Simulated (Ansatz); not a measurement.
Consider CaF2 in the fluorite structure (space group Fm-3m, No. 225; a = 5.5111 Å).

Level of theory: PBE (Ansatz, an electronic-structure program), scalar-relativistic without spin-orbit coupling.

Base values:

- Gap between the host's bands: 7.14 eV

It is then changed as follows: hole doping at 1.5×10^21 cm⁻³ (0.0628 per cell), with a uniform compensating background at fixed cell and a 300 K Fermi–Dirac width.

### Question
Predict the new gap between the host's bands and Fermi level from band edge.

### Answer
The gap between the host's bands rises by 0.12 eV to 7.26 eV; the Fermi level relative to the doped band's edge (positive inside the band; to 0.05 eV) comes out as +0.05 eV.

Charged cell with a jellium background: band edges are those of the host's band count, energies are not comparable with the neutral cell, and many-body gap narrowing is missing. Whether these cells are dynamically stable was not tested.
